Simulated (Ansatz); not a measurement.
Results of G0W0@PBEsol (Ansatz, a program for electronic structure, plane waves, hard PAW, contour deformation) for Be3N2 (R3m, No. 160, 5 atoms in the cell; start mp-1070456; a measured phase of this formula has another space group).

The cell is the one relaxed with PBEsol. Conventional cell: a = 2.8345 Å, b = 2.8345 Å, c = 14.5545 Å, α = 90.00°, β = 90.00°, γ = 120.00°.

One run with a 10×10×10 mesh, response cutoff 100 eV and 141 empty bands, not extrapolated in mesh or basis; no spin–orbit coupling.

Highest filled and lowest empty level by k point (fractions of the reciprocal vectors of the cell (1.417 0.818 4.851) (-1.417 0.818 4.851) (-0.000 -1.637 4.851) Å; eV from the valence maximum of each method):

```
k              PBEsol filled  PBEsol empty  QP filled  QP empty
-------------  -------------  ------------  ---------  --------
0 0 0                   0.00          6.03       0.00      7.70
0.1 -0.5 -0.1          -2.16          6.12      -2.36      7.81
0.1 -0.3 -0.2          -0.91          5.27        [?]       [?]
0.2 0.2 0.2            -0.11          6.47      -0.12      8.21
0.2 0.3 -0.2           -1.38          4.45        [?]       [?]
0.2 0.4 -0.3           -1.69          4.68      -1.84      6.23
0.2 -0.5 -0.2          -1.79          4.84      -1.93      6.41
0.3 -0.5 -0.4          -1.14          5.63      -1.29      7.27
```

Q: Estimate the withheld levels to about 0.1 eV.

A: 
- 0.1 -0.3 -0.2, QP filled: -0.94
- 0.1 -0.3 -0.2, QP empty: 6.89
- 0.2 0.3 -0.2, QP filled: -1.47
- 0.2 0.3 -0.2, QP empty: 6.00

A start named mp-… is a Materials Project structure, which need not be a measured phase.
